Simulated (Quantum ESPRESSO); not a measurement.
Convergence study of the plane-wave cutoff for SrC₂ (P1, 6 atoms in the cell)

```
SrC2
1.0
    3.54678    -2.22691     0.00000
    3.54678     2.22691     0.00000
   -2.39740     0.00000     7.45146
Sr C
2 4
Direct
  0.18110   0.82344   0.75671
  0.82117   0.17883   0.25000
  0.42227   0.12839   0.55761
  0.57773   0.87161   0.44239
  0.87161   0.57773   0.94239
  0.12839   0.42227   0.05761
```

Method: LDA (PZ), GBRV 1.5 ultrasoft (LDA) pseudopotentials (plane waves; Quantum ESPRESSO).

Base settings: ecutwfc = 40 Ry; ecutrho = 200 Ry; occupations = smearing; smearing = fd; degauss = 0.000734986 Ry; potentials = {Sr: sr_lda_v1.uspp.F.UPF, C: c_lda_v1.2.uspp.F.UPF}; K_POINTS = automatic 3 3 2 0 0 0; conv_thr = 1e-08 Ry; mixing_beta = 0.7.

Moved along: ecutrho.

The second cell is the first with its lattice scaled by 0.98.

The mesh stays at the base's, so the ladder's end is converged at best in this setting alone.

Only quantities that move along the ladder and can be compared are tabulated; the gap is left out on so coarse a mesh.

The count of work is k-points × plane waves × bands × iterations; it is no time. Core times come from one kind of shared machine, to one figure; runs under 30 s give none.

The starting cell comes from a database of computed structures (which also holds hypothetical and non-ambient phases and stackings), without a prior relaxation at this level. Its lattice was rescaled by up to half a per cent. One atom was moved a little off its site on purpose. In the base run, with a pressure of about -5 GPa the cell is away from its equilibrium volume at this level.

```tsv
ecutwfc	free energy less the last step's (meV/atom)	energy of the compressed cell less the first (meV/atom)	pressure (GPa)	largest difference of a force vector from the last step's (eV/Å)	count of work / last	core time / last (rough)
14 Ry	1253.01	-14.85	-37.39	0.517	0.047	–
16 Ry	610.60	-24.72	-23.85	0.093	0.063	–
20 Ry	128.97	-14.98	-10.04	0.148	0.096	–
22 Ry	56.67	-14.69	-7.05	0.087	0.11	–
24 Ry	26.20	-14.37	-5.46	0.042	0.13	–
32 Ry	11.29	-14.94	-4.45	0.016	0.19	–
36 Ry	9.19	-15.03	-4.52	0.012	0.23	–
40 Ry	6.49	-15.08	-4.53	0.010	0.27	–
44 Ry	4.34	-15.08	-4.49	0.009	0.31	0.5
48 Ry	3.24	-15.09	-4.44	0.008	0.35	–
54 Ry	2.89	-15.09	-4.40	0.008	0.42	0.5
70 Ry	1.54	-15.14	-4.46	0.002	0.62	0.7
96 Ry	0.00	-15.18	-4.41	0.000	1.0	1
```

Coarsest ecutwfc that holds the pressure within 0.5 GPa of the last step, with all finer ones: 32 Ry, at 0.19 of the last step's count of work; the step before is off by 1.0 GPa.

Coarsest ecutwfc that holds the energy of the compressed cell less the first within 2 meV/atom of the last step, with all finer ones: 20 Ry, at 0.096 of the last step's count of work; the step before is off by 9.5 meV/atom.

State of the free energy at the end of the ladder: still drifting one way, by 2.9 meV/atom over the last two steps, so the last step is no safe reference.

Two neighbours can agree and both be off: 48 Ry and 54 Ry differ by 0.34 meV/atom in the free energy, yet lie about 2.9 meV/atom from the last step.

At the lowest cutoff the pressure lies 33.0 GPa under the last step's, the usual sign of Pulay stress in an incomplete plane-wave basis.
